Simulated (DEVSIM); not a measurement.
System: illuminated InP p-on-n cell, one wavelength, at 400 K.

| layer (left to right) | material | thickness (μm) | Nd (cm⁻³) | Na (cm⁻³) | τn (s) | τp (s) | absorption coefficient (cm⁻¹) |
|---|---|---|---|---|---|---|---|
| 1 | InP | 0.320 | - | 6.2e17 | 2.6e-10 | 2.6e-11 | 48000 |
| 2 | InP | 2.60 | 1.1e17 | - | 6.3e-10 | 6.3e-10 | 48000 |

Left contact: ohmic, minority electron recombination velocity 100 cm/s. Right contact: ohmic, minority hole recombination velocity 30000 cm/s. Voltage is applied to the left contact. Recombination: SRH at mid-gap, radiative, Auger. Light enters at the left, 1.9e17 photons cm⁻² s⁻¹, one pass, no reflection. Mobility is μmin + (μ − μmin)/(1 + (N/Nref)^α).

The device is made up for the run: typed textbook-type constants, with dimensions and the other settings drawn at random. Values at 300 K; Nc and Nv go as T^1.5, mobilities as T to minus their exponent, the gap by Varshni's rule with the affinity fixed.

```csv
parameter,InP
gap (eV),1.344
affinity (eV),4.38
permittivity,12.5
Nc (cm⁻³),5.7e17
Nv (cm⁻³),1.1e19
μn (cm²/Vs),5200
μp (cm²/Vs),170
"μn,min",400
"μp,min",10
"Nref,n",3e17
"Nref,p",4.9e17
αn,0.47
αp,0.62
T exponent of μn,2
T exponent of μp,2
B (cm³/s),1.2e-10
Cn (cm⁶/s),9e-31
Cp (cm⁶/s),9e-31
Varshni α (eV/K),0.000363
Varshni β (K),162
```

DEVSIM, 1D drift-diffusion, Boltzmann statistics, complete ionisation; no tunnelling, impact ionisation, image-force lowering or self-heating.

### Question
Tabulate band edges, carrier densities and field at 1.0 V on the left contact, in the dark.

### Answer
Energies count from the Fermi level of the right contact; mesh points crowd at the junctions.

```json
[
 {"x (μm)": "0.000", "Ec (eV)": "0.197", "Ev (eV)": "-1.114", "n (cm⁻³)": "2.6e15", "p (cm⁻³)": "6.2e17", "field (V/cm)": "260"},
 {"x (μm)": "0.01613", "Ec (eV)": "0.198", "Ev (eV)": "-1.114", "n (cm⁻³)": "2.6e15", "p (cm⁻³)": "6.2e17", "field (V/cm)": "58"},
 {"x (μm)": "0.04386", "Ec (eV)": "0.198", "Ev (eV)": "-1.114", "n (cm⁻³)": "2.6e15", "p (cm⁻³)": "6.2e17", "field (V/cm)": "39"},
 {"x (μm)": "0.08486", "Ec (eV)": "0.198", "Ev (eV)": "-1.113", "n (cm⁻³)": "2.6e15", "p (cm⁻³)": "6.2e17", "field (V/cm)": "38"},
 {"x (μm)": "0.1786", "Ec (eV)": "0.198", "Ev (eV)": "-1.113", "n (cm⁻³)": "2.6e15", "p (cm⁻³)": "6.2e17", "field (V/cm)": "35"},
 {"x (μm)": "0.2437", "Ec (eV)": "0.198", "Ev (eV)": "-1.113", "n (cm⁻³)": "2.6e15", "p (cm⁻³)": "6.2e17", "field (V/cm)": "32"},
 {"x (μm)": "0.2816", "Ec (eV)": "0.198", "Ev (eV)": "-1.113", "n (cm⁻³)": "2.7e15", "p (cm⁻³)": "6.2e17", "field (V/cm)": "-150"},
 {"x (μm)": "0.3126", "Ec (eV)": "0.183", "Ev (eV)": "-1.128", "n (cm⁻³)": "4.2e15", "p (cm⁻³)": "4.0e17", "field (V/cm)": "-23000"},
 {"x (μm)": "0.3279", "Ec (eV)": "0.119", "Ev (eV)": "-1.193", "n (cm⁻³)": "2.7e16", "p (cm⁻³)": "6.1e16", "field (V/cm)": "-34000"},
 {"x (μm)": "0.3500", "Ec (eV)": "0.078", "Ev (eV)": "-1.234", "n (cm⁻³)": "8.9e16", "p (cm⁻³)": "1.8e16", "field (V/cm)": "-8100"},
 {"x (μm)": "0.3910", "Ec (eV)": "0.067", "Ev (eV)": "-1.244", "n (cm⁻³)": "1.2e17", "p (cm⁻³)": "1.2e16", "field (V/cm)": "-330"},
 {"x (μm)": "0.4919", "Ec (eV)": "0.067", "Ev (eV)": "-1.244", "n (cm⁻³)": "1.2e17", "p (cm⁻³)": "9.4e15", "field (V/cm)": "67"},
 {"x (μm)": "0.6261", "Ec (eV)": "0.068", "Ev (eV)": "-1.243", "n (cm⁻³)": "1.2e17", "p (cm⁻³)": "6.8e15", "field (V/cm)": "52"},
 {"x (μm)": "0.8747", "Ec (eV)": "0.069", "Ev (eV)": "-1.242", "n (cm⁻³)": "1.1e17", "p (cm⁻³)": "3.7e15", "field (V/cm)": "33"},
 {"x (μm)": "1.486", "Ec (eV)": "0.071", "Ev (eV)": "-1.241", "n (cm⁻³)": "1.1e17", "p (cm⁻³)": "8.1e14", "field (V/cm)": "12"},
 {"x (μm)": "2.057", "Ec (eV)": "0.071", "Ev (eV)": "-1.240", "n (cm⁻³)": "1.1e17", "p (cm⁻³)": "1.9e14", "field (V/cm)": "≈ 0"},
 {"x (μm)": "2.438", "Ec (eV)": "0.071", "Ev (eV)": "-1.240", "n (cm⁻³)": "1.1e17", "p (cm⁻³)": "7.5e13", "field (V/cm)": "≈ 0"},
 {"x (μm)": "2.644", "Ec (eV)": "0.071", "Ev (eV)": "-1.240", "n (cm⁻³)": "1.1e17", "p (cm⁻³)": "4.7e13", "field (V/cm)": "≈ 0"},
 {"x (μm)": "2.798", "Ec (eV)": "0.071", "Ev (eV)": "-1.240", "n (cm⁻³)": "1.1e17", "p (cm⁻³)": "3.5e13", "field (V/cm)": "≈ 0"},
 {"x (μm)": "2.861", "Ec (eV)": "0.072", "Ev (eV)": "-1.240", "n (cm⁻³)": "1.1e17", "p (cm⁻³)": "3.1e13", "field (V/cm)": "≈ 0"},
 {"x (μm)": "2.895", "Ec (eV)": "0.072", "Ev (eV)": "-1.240", "n (cm⁻³)": "1.1e17", "p (cm⁻³)": "3.0e13", "field (V/cm)": "≈ 0"},
 {"x (μm)": "2.920", "Ec (eV)": "0.072", "Ev (eV)": "-1.240", "n (cm⁻³)": "1.1e17", "p (cm⁻³)": "2.9e13", "field (V/cm)": "12"}
]
```
